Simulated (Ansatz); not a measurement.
For CdO (model structure, started from the NiAs type, P6₃/mmc, No. 194, 4 atoms in the cell), PBE (plane waves, PAW; Ansatz, a program for electronic structure) gives:

```
Quantity               Value
-------------------  -------
lattice constant a   3.310 Å
lattice parameter c  5.802 Å
```

**Question.** What does PBE-D3(BJ) (PAW; Ansatz) give for the same quantities?

**Answer.** 
- lattice constant a: 3.276 Å (falls by 1.0 %)
- lattice parameter c: 5.766 Å (drops by 0.6 %)

Changes are worked out from the printed values.

Unless a cell is named, each level is at its own relaxed cell (PBE 13.76, PBE-D3(BJ) 13.40 Å³/atom).

Ansatz's density-functional and Hartree–Fock values are scalar-relativistic unless marked +SOC, with PAW data made under PBE.

A model structure was made by putting elements into a prototype or built by hand; it is no filed structure, need not be a known phase, and can be a saddle point held by its symmetry.
